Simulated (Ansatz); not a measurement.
A calculation on rutile MgH2 returned lattice constant a 4.428 Å, lattice parameter c 2.973 Å, cohesive energy 2.53 eV/atom.

For reference: lattice constant a 4.517 Å (measured, temperature not stated, no zero-point or thermal correction; as tabulated in Ellinger et al., J. Am. Chem. Soc. 77, 2647 (1955) (COD 4124639)); lattice parameter c 3.021 Å (measured, temperature not stated, not corrected to a static lattice; as tabulated in Ellinger et al., J. Am. Chem. Soc. 77, 2647 (1955) (COD 4124639)); cohesive energy 2.26 ± 0.003 eV/atom (measured, 0 K, zero-point energy not removed; as tabulated in Pozzo and Alfè (2008), arXiv:0801.2865).

**Question.** Which level of theory produced these numbers?
A) PBE (Ansatz (an electronic-structure program))
B) LDA (Ansatz)
C) HSE06 (Ansatz)
D) Hartree–Fock (Ansatz)

**Answer.** B, LDA (Ansatz)

The others give: PBE 4.518 Å, 3.013 Å, 2.19 eV/atom; HSE06 4.487 Å, 2.998 Å, 2.24 eV/atom; Hartree–Fock 4.577 Å, 3.018 Å, 1.80 eV/atom.

Unless a cell is named, each level is at its own relaxed cell (Hartree–Fock 10.54, HSE06 10.06, LDA 9.72, PBE 10.25 Å³/atom).

Ansatz's density-functional and Hartree–Fock values are scalar-relativistic unless marked +SOC, with PAW data made under PBE.
